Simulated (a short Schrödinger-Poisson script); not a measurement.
Solved with a short Schrödinger-Poisson script written for these runs: 1D Poisson equation in equilibrium, electrons quantum, Hartree (BenDaniel-Duke, 12 states a valley, the channel's in-plane mass for all, wave functions ending at the dielectric), parabolic valleys, classical holes, full ionisation, no traps, pinning or gate leakage.

System: MOS inversion layer, SiO2 on p-type Ge(111), at 300 K.

From the gate side: 2.6 nm SiO2; 200 nm Ge, acceptors 4.4e18 cm⁻³.

Constants are typed, rounded textbook-type inputs, not results; the design itself was drawn at random and stands for no fabricated device. SiO2: permittivity 3.9, conduction-band edge (eV) 3.1, gap (eV) 9, electron mass (mₑ) 0.5. Ge: permittivity 16, conduction-band edge (eV) 0, gap (eV) 0.664, Nv at 300 K (cm⁻³) 6e18.

Channel valleys (confinement mass, in-plane density-of-states mass, number): L1 1.59, 0.08, 1; L3 0.09, 0.34, 3. At the gate the conduction-band edge of layer 1 lies 3.13 eV − eVg above the Fermi level of the channel; the field vanishes at the back. Gaps are held at their typed values at every temperature. Mesh 0.03 nm at interfaces.

**Question.** Give the centroid of the channel electrons at Vg = 2.3 V (nm); the capacitance at Vg = 2.3 V (μF/cm²); the gate voltage at 1e11 electrons/cm² (V).

**Answer.** centroid of the channel electrons at Vg = 2.3 V (nm): 1.21; capacitance at Vg = 2.3 V (μF/cm²): 1.12; gate voltage at 1e11 electrons/cm² (V): 1.01. Only the L valleys are kept; under strong confinement the Δ valleys of Ge fill too.
